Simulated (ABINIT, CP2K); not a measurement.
An ABINIT input for a self-consistent single point of TiNi (Pm-3m, 2 atoms in the cell) (DFT, PBEsol, plane waves, norm-conserving pseudopotentials (PseudoDojo nc-sr-04 PBEsol standard)):

```
# TiNi, PseudoDojo nc-sr-04 PBEsol standard
pp_dirpath "./"
pseudos "Ti.upf, Ni.upf"
acell 3*1.0 Angstrom
rprim
         2.9608790000    0.0000000000    0.0000000000
         0.0000000000    2.9608790000    0.0000000000
         0.0000000000    0.0000000000    2.9608790000
natom 2
ntypat 2
znucl 22 28
typat 1 2
xcart
         2.7976251991    2.7976251991    2.7976251991
         0.0000000000    0.0000000000    0.0000000000
ecut 49 Ha
occopt 7
tsmear 0.1 eV
nband 21
kptopt 1
ngkpt 9 9 9
nshiftk 1
shiftk 0 0 0
nstep 50
tolvrs 1.0e-10
prtwf 0
prtden 0
```

Task: Translate this input to CP2K.

Result: This is the input that was run; spellings and numerical settings could be chosen otherwise.

```
&GLOBAL
  PROJECT tini
  RUN_TYPE ENERGY_FORCE
  PRINT_LEVEL MEDIUM
&END GLOBAL
&FORCE_EVAL
  METHOD Quickstep
  STRESS_TENSOR ANALYTICAL
  &DFT
    BASIS_SET_FILE_NAME BASIS_MOLOPT_UCL
    POTENTIAL_FILE_NAME GTH_POTENTIALS
    &QS
      METHOD GPW
      EPS_DEFAULT 1E-10
    &END QS
    &MGRID
      CUTOFF 600
      REL_CUTOFF 50
      NGRIDS 5
    &END MGRID
    &SCF
      SCF_GUESS ATOMIC
      EPS_SCF 1E-6
      MAX_SCF 100
      ADDED_MOS 6
      &DIAGONALIZATION
        ALGORITHM STANDARD
      &END DIAGONALIZATION
      &MIXING
        METHOD BROYDEN_MIXING
        ALPHA 0.2
        NBUFFER 10
        BETA 1.5
      &END MIXING
      &SMEAR ON
        METHOD GAUSSIAN
        SIGMA [eV] 0.1
      &END SMEAR
    &END SCF
    &KPOINTS
      SCHEME MONKHORST-PACK 9 9 9
    &END KPOINTS
    &XC
      &XC_FUNCTIONAL
        &PBE
          PARAMETRIZATION PBESOL
        &END PBE
      &END XC_FUNCTIONAL
    &END XC
    &PRINT
      &MO
        EIGENVALUES T
        OCCUPATION_NUMBERS T
        NDIGITS 8
        FILENAME mo
        &EACH
          QS_SCF 0
        &END EACH
        ADD_LAST NUMERIC
      &END MO
      &MULLIKEN ON
      &END MULLIKEN
    &END PRINT
  &END DFT
  &SUBSYS
    &CELL
      A 2.96087900 0.00000000 0.00000000
      B 0.00000000 2.96087900 0.00000000
      C 0.00000000 0.00000000 2.96087900
      PERIODIC XYZ
    &END CELL
    &COORD
      SCALED
      Ti       0.50000000     0.50000000     0.50000000
      Ni       0.00000000     0.00000000     0.00000000
    &END COORD
    &KIND Ti
      BASIS_SET TZVP-MOLOPT-SR-GTH-q12
      POTENTIAL GTH-PBE-q12
    &END KIND
    &KIND Ni
      BASIS_SET TZVP-MOLOPT-SR-GTH-q18
      POTENTIAL GTH-PBE-q18
    &END KIND
  &END SUBSYS
  &PRINT
    &FORCES ON
    &END FORCES
    &STRESS_TENSOR ON
    &END STRESS_TENSOR
  &END PRINT
&END FORCE_EVAL
```

Basis, cutoffs, solver keys and any potentials are the target program's own. This input uses DFT PBEsol, GPW, TZVP-MOLOPT-SR-GTH basis, GTH-PBE potentials (GTH_POTENTIALS). Both were run: pressure 1.61 GPa in ABINIT and 2.08 in CP2K.

On CP2K: the starting cell comes from a database of computed structures (which also holds hypothetical and non-ambient phases and stackings), without a prior relaxation at this level. Its lattice was rescaled by a random factor within 2.5 % of one. Spin polarisation is off. Values carry the incompleteness of an atom-centred basis. The potentials were made for another functional than the one used.

On ABINIT: the starting cell comes from a database of computed structures (which also holds hypothetical and non-ambient phases and stackings), without a prior relaxation at this level. Its lattice was rescaled by a random factor within 2.5 % of one. Spin polarisation is off.
